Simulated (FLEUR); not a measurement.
Worked example: self-consistent single point of Rb (Im-3m, 1 atom in the cell) in FLEUR.

Computed with LDA (Vosko-Wilk-Nusair), all-electron FLAPW (FLEUR), scalar-relativistic valence run with FLEUR.

The change in words: lattice scaled by 0.98; kpt_div: 4 4 4 → 18 18 18. Reference geometry:
```xyz
1
Lattice="-2.8335 2.8335 2.8335 2.8335 -2.8335 2.8335 2.8335 2.8335 -2.8335" Properties=species:S:1:pos:R:3 pbc="T T T"
Rb     0.0000     0.0000     0.0000
```

Reference input (self-consistent single point, DFT, LDA (Vosko-Wilk-Nusair), all-electron FLAPW (FLEUR), scalar-relativistic valence): Kmax = 3.8 1/bohr; GmaxXC = 13.3 1/bohr; xcFunctional = vwn; jspins = 1; l_soc = F; mode = hist; fermiSmearingEnergy = 0.00367493 Htr; mesh (inpgen div1-3) = 4 4 4; inpgen gamma flag = true; Gmax = 13.3 1/bohr; numbands = 0; maxIterBroyd = 40. This run's input differs from it in these lines:

```diff
@@ -3,5 +3,5 @@
 &input film=f /
--2.8334750000 2.8334750000 2.8334750000
-2.8334750000 -2.8334750000 2.8334750000
-2.8334750000 2.8334750000 -2.8334750000
+-2.7768060000 2.7768060000 2.7768060000
+2.7768060000 -2.7768060000 2.7768060000
+2.7768060000 2.7768060000 -2.7768060000
 1.8897261246
@@ -14,3 +14,3 @@
 &exco xctyp='vwn' /
-&kpt div1=4 div2=4 div3=4 gamma=t /
+&kpt div1=18 div2=18 div3=18 gamma=t /
 &end /
@@ -43,5 +43,5 @@
          <bravaisMatrix>
-            <row-1>   -5.3544917309009845     5.3544917309009845     5.3544917309009845</row-1>
-            <row-2>    5.3544917309009845    -5.3544917309009845     5.3544917309009845</row-2>
-            <row-3>    5.3544917309009845     5.3544917309009845    -5.3544917309009845</row-3>
+            <row-1>   -5.2474028411460276     5.2474028411460276     5.2474028411460276</row-1>
+            <row-2>    5.2474028411460276    -5.2474028411460276     5.2474028411460276</row-2>
+            <row-3>    5.2474028411460276     5.2474028411460276    -5.2474028411460276</row-3>
          </bravaisMatrix>
```

Log, with long lists cut:

```
 Iteration:     1   Distance:       0.95219989 me/bohr^3
 Iteration:     2   Distance:       0.89359681 me/bohr^3
 Iteration:     3   Distance:       0.24809126 me/bohr^3
 Iteration:     4   Distance:       0.05586998 me/bohr^3
 Iteration:     5   Distance:       0.04438830 me/bohr^3
   [... 2 lines left out ...]
 Iteration:     8   Distance:       0.00351509 me/bohr^3
 Iteration:     9   Distance:       0.00010982 me/bohr^3
 Iteration:    10   Distance:       0.00009169 me/bohr^3
 Iteration:    11   Distance:       0.00000787 me/bohr^3
 Run finished successfully
 Stop message:
   Structural relaxation: Done

[file out, last iteration]
             iter=     12
[...]
          total density-effective poten   -4.8133893994E+03
          total charge density-energy d   -9.7249494509E+01
 Updated energy parameters for spin:           1
[...]
 fermi energy and band-weighting factors:

[...]
FERMIE:
          first approx. to ef    (T=0)  :   0.055587 htr   (energy of the highest occ. eigenvalue)
          number of occ. states  (T=0)  :        877
          first approx. to seigv (T=0)  :  -4.499270 htr
          sum of weights of occ. states :   4.503258
          sum of semicore charge        :   0.000000 e
FERHIS:  Fermi-Energy by histogram:
          bandgap                     :   0.000258 htr
   [... lines left out ...]
          charge neutrality (T=0)     :   0.006516    (zero if the highest occ. eigenvalue is "entirely" occupied)
     EF_NEWTON:  Adjust Fermi-Energy by Newton-Method.
 Direct bandgap for spin            1 :    4.1132540430860905E-002  Htr
   [... lines left out ...]
 ---->    (input%tkb*entropy) TS=              0.0010853466 htr
 ---->    free energy=                     -2977.9520658997 htr
      extrapolation for T->0
 ---->    total electron energy=           -2977.9515232265 htr
 ***** TOTAL FORCES ON ATOMS *****
 TOTAL FORCE FOR ATOM TYPE=  1  X=  0.000   Y=  0.000   Z=  0.000
                       FX_TOT= 0.000000 FY_TOT= 0.000000 FZ_TOT= 0.000000
 Structural relaxation: Done
```

The run converged in 11 iterations. FLEUR gives forces in its relaxation mode, with a further iteration, so its stop message speaks of a relaxation. Against the reference run the free energy drops by 47.9 meV/atom.

The starting cell has typed, rounded lattice constants, without a prior relaxation at this level. Its lattice was rescaled by up to half a per cent. For this run, on top of that: lattice scaled by 0.98. Values depend on the basis (sphere radii, cutoffs, local orbitals), which need not be converged. The log's line on a gap gives a spacing of levels on this mesh, which the program prints for metals too.

Cost on one core of a shared machine: roughly 2 min.
